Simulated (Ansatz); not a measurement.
## TiN: response to strain

Start from TiN in the rock salt structure (space group Fm-3m, No. 225; relaxed with 0.1 eV smearing).

```xyz
2
Lattice="0.0000 2.1170 2.1170 2.1170 0.0000 2.1170 2.1170 2.1170 0.0000" Properties=species:S:1:pos:R:3 pbc="T T T"
N      0.0000     0.0000     0.0000
Ti     2.1170     2.1170     2.1170
```

Cartesian axes are those of the cell as printed.

Strains are applied to the cell and any free atomic positions relax; under biaxial strain the out-of-plane vector relaxes too.

Level of theory: DFT with r2SCAN, PAW potentials and a 500 eV plane-wave cutoff in Ansatz (an electronic-structure program), without spin-orbit coupling, earlier PAW set.

Notes on the quantities. energy relative to the base: free energy F; pressure: mean of the normal stresses, compression positive.

```json
[
 {"change": "base", "energy relative to the base": "0 meV/atom", "pressure": "0.0 GPa", "space group": "Fm-3m (No. 225)"},
 {"change": "biaxial strain −0.64 %, plane normal [110], relaxed out of plane", "energy relative to the base": "+1.5 meV/atom", "pressure": "2.7 GPa", "space group": "Immm (No. 71)"},
 {"change": "isotropic strain −1.09 %", "energy relative to the base": "+9.7 meV/atom", "pressure": "10.4 GPa", "space group": "Fm-3m (No. 225)"},
 {"change": "isotropic strain +4.15 %", "energy relative to the base": "+119 meV/atom", "pressure": "-27.8 GPa", "space group": "Fm-3m (No. 225)"},
 {"change": "uniaxial strain ε_xx = −0.34 %", "energy relative to the base": "+0.2 meV/atom", "pressure": "1.0 GPa", "space group": "I4/mmm (No. 139)"}
]
```

Whether these cells are dynamically stable was not tested. The final runs are not spin-polarised. An odd electron count without spin: TiN.
